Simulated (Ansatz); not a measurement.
ZnS (model structure, started from the NiAs type, P6₃/mmc, No. 194, 4 atoms in the cell), treated with PBE0 in Ansatz (plane waves, PAW).

Numerical settings: plane-wave cutoff 460 eV, 9×9×4 k mesh (along the axes of the cell as run), Fermi–Dirac smearing 0.01 eV, scalar-relativistic PAW data made under PBE.

Cell (relaxed with PBEsol):

```cif
data_S2Zn2
_chemical_formula_sum 'Zn2 S2'
_space_group_name_H-M_alt 'P63/mmc'
_space_group_IT_number 194
_space_group_name_Hall '-P 6c 2c'
_cell_length_a 3.56484
_cell_length_b 3.56484
_cell_length_c 5.81629
_cell_angle_alpha 90.000
_cell_angle_beta 90.000
_cell_angle_gamma 120.000
loop_
_atom_site_label
_atom_site_type_symbol
_atom_site_symmetry_multiplicity
_atom_site_Wyckoff_symbol
_atom_site_fract_x
_atom_site_fract_y
_atom_site_fract_z
_atom_site_occupancy
Zn1 Zn 2 a 0.00000 0.00000 0.00000 1
S1 S 2 c 0.33333 0.66667 0.25000 1
```

**Question.** Give the computed band gap and smallest direct gap on the k points sampled.

**Answer.** 
* **band gap**: 2.16 eV (indirect)
* **smallest direct gap on the k points sampled**: 3.79 eV

Note: the relaxation could raise the start's symmetry but not lower it, so the cell can be a saddle point; cell and atoms aren't relaxed at this level (pressure 3.2 GPa).

The computed numbers hold no vibrational or temperature effects.

A model structure was made by putting elements into a prototype or built by hand; it is no filed structure, need not be a known phase, and can be a saddle point held by its symmetry.

Ansatz is a program for electronic structure.
